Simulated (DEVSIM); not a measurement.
Device: InP/In0.53Ga0.47As p-n heterojunction, at 250 K.

```csv
layer (left to right),material,thickness (μm),Nd (cm⁻³),Na (cm⁻³),τn (s),τp (s)
1,InP,1.40,-,1e16,2.6e-9,2.6e-9
2,In0.53Ga0.47As,1.20,5.1e15,-,2.6e-9,2.6e-9
```

Left contact: ohmic. Right contact: ohmic. Voltage is applied to the left contact. Recombination: SRH at mid-gap, radiative. Mobility is constant in doping. Where it depends on doping, it is μmin + (μ − μmin)/(1 + (N/Nref)^α).

The device is made up for the run: typed textbook-type constants, with dimensions and the other settings drawn at random. Values at 300 K; Nc and Nv go as T^1.5, mobilities as T to minus their exponent, the gap by Varshni's rule with the affinity fixed. The table also holds parameters that only a changed run uses.

```tsv
parameter	InP	In0.53Ga0.47As
gap (eV)	1.344	0.74
affinity (eV)	4.38	4.51
permittivity	12.5	13.9
Nc (cm⁻³)	5.7e17	2.1e17
Nv (cm⁻³)	1.1e19	7.7e18
μn (cm²/Vs)	5200	12000
μp (cm²/Vs)	170	300
μn,min	400	300
μp,min	10	10
Nref,n	3e17	1.3e17
Nref,p	4.9e17	4.9e17
αn	0.47	0.48
αp	0.62	0.4
T exponent of μn	2	1.6
T exponent of μp	2	1.6
B (cm³/s)	1.2e-10	9.6e-11
Cn (cm⁶/s)	9e-31	5e-29
Cp (cm⁶/s)	9e-31	5e-29
Varshni α (eV/K)	0.000363	0.00035
Varshni β (K)	162	190
```

DEVSIM, 1D drift-diffusion, Boltzmann statistics, complete ionisation; no tunnelling, impact ionisation, image-force lowering or self-heating. Band offsets follow the typed affinities; no thermionic-emission limit at abrupt steps, no polarisation charge.

Base results: dark forward voltage at 100 A/cm² (V) 0.944; largest field in the device at zero bias (V/cm) 35000; potential step across the device at zero bias (V) 1.010; dark forward voltage at 1 A/cm² (V) 0.673.

What follows from this one change: doping Nd of layer 2 5.1e+15 → 1.5e+16 cm^-3?

dark forward voltage at 100 A/cm² 0.944 → 0.965 V; largest field in the device at zero bias 35000 → 42000 V/cm; potential step across the device at zero bias 1.010 → 1.034 V; dark forward voltage at 1 A/cm² 0.673 → 0.729 V.

What follows from this one change: temperature 250 → 350 K?

dark forward voltage at 100 A/cm² 0.944 → 0.813 V; largest field in the device at zero bias little changed (33000 V/cm); potential step across the device at zero bias 1.010 → 0.861 V; dark forward voltage at 1 A/cm² 0.673 → 0.411 V.

What follows from this one change: doping-dependent mobility in place of the constant one?

dark forward voltage at 100 A/cm² 0.944 → 0.952 V; largest field in the device at zero bias little changed (35000 V/cm); potential step across the device at zero bias little changed (1.010 V); dark forward voltage at 1 A/cm² 0.673 → 0.677 V.
